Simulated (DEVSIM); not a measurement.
Structure: Co/SiO2/n-Si capacitor, at 400 K.

| layer (left to right) | material | thickness (nm) | Nd (cm⁻³) |
|---|---|---|---|
| 1 | SiO2 | 37.0 | - |
| 2 | Si | 6500 | 7.7e15 |

Metal gate on the left, work function 5 eV. Fixed charge at the semiconductor interface 0 cm⁻² (in units of +e); no interface traps.

This is a model device: material constants are rounded textbook-type values typed into the input, and sizes, dopings and lifetimes were drawn at random. Values at 300 K; Nc and Nv go as T^1.5, mobilities as T to minus their exponent, the gap by Varshni's rule with the affinity fixed.

```tsv
parameter	SiO2	Si
gap (eV)	9	1.124
affinity (eV)	0.9	4.05
permittivity	3.9	11.7
Nc (cm⁻³)	-	2.86e19
Nv (cm⁻³)	-	3.1e19
Varshni α (eV/K)	-	0.000473
Varshni β (K)	-	636
```

Model (solved in DEVSIM): 1D Poisson equation in equilibrium, Boltzmann statistics, complete ionisation; no quantum confinement or tunnelling. Metal contacts follow the ideal Schottky-Mott rule: no Fermi-level pinning, no interface dipoles.

### Question
Give the band bending (positive: bands bend down) and minority sheet density.

### Answer

```json
[
 {"Vg (V)": "-2.4", "ψs (V)": "-0.713", "minority carriers (cm⁻²)": "1.1e12"},
 {"Vg (V)": "-2.1", "ψs (V)": "-0.703", "minority carriers (cm⁻²)": "9.5e11"},
 {"Vg (V)": "-1.8", "ψs (V)": "-0.692", "minority carriers (cm⁻²)": "7.8e11"},
 {"Vg (V)": "-1.5", "ψs (V)": "-0.679", "minority carriers (cm⁻²)": "6.2e11"},
 {"Vg (V)": "-1.2", "ψs (V)": "-0.663", "minority carriers (cm⁻²)": "4.5e11"},
 {"Vg (V)": "-0.9", "ψs (V)": "-0.641", "minority carriers (cm⁻²)": "2.9e11"},
 {"Vg (V)": "-0.6", "ψs (V)": "-0.607", "minority carriers (cm⁻²)": "1.4e11"},
 {"Vg (V)": "-0.3", "ψs (V)": "-0.533", "minority carriers (cm⁻²)": "2.2e10"},
 {"Vg (V)": "0", "ψs (V)": "-0.348", "minority carriers (cm⁻²)": "1.4e8"},
 {"Vg (V)": "0.3", "ψs (V)": "-0.160", "minority carriers (cm⁻²)": "< 1e8"},
 {"Vg (V)": "0.6", "ψs (V)": "-0.018", "minority carriers (cm⁻²)": "< 1e8"},
 {"Vg (V)": "0.9", "ψs (V)": "0.063", "minority carriers (cm⁻²)": "< 1e8"},
 {"Vg (V)": "1.2", "ψs (V)": "0.108", "minority carriers (cm⁻²)": "< 1e8"},
 {"Vg (V)": "1.5", "ψs (V)": "0.138", "minority carriers (cm⁻²)": "< 1e8"},
 {"Vg (V)": "1.8", "ψs (V)": "0.159", "minority carriers (cm⁻²)": "< 1e8"},
 {"Vg (V)": "2.1", "ψs (V)": "0.176", "minority carriers (cm⁻²)": "< 1e8"},
 {"Vg (V)": "2.4", "ψs (V)": "0.190", "minority carriers (cm⁻²)": "< 1e8"}
]
```
